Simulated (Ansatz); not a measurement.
The parent structure is Al in the fcc (Cu type) structure (space group Fm-3m, No. 225; relaxed with 0.1 eV smearing).

```
Al
1.0
    0.00000     1.99194     1.99194
    1.99194     0.00000     1.99194
    1.99194     1.99194     0.00000
Al
1
Cartesian
  0.00000   0.00000   0.00000
```

Cartesian axes are those of the cell as printed.

Computed with DFT with LDA, PAW potentials and a 420 eV plane-wave cutoff in Ansatz (a quantum-chemistry and plane-wave program), no SOC.

Perturbation: uniaxial strain ε_zz = −0.50 %, all other strain components held at zero; the atoms relax in the strained cell.

Q: Predict the new energy relative to the base.

A: The energy stays essentially unchanged.

Q: Predict the new stress.

A: The stress (xx, yy, zz, yz, xz, xy; compression positive) is (0.3, 0.3, 0.6, 0.0, 0.0, 0.0) GPa.

No phonon test of stability was made.
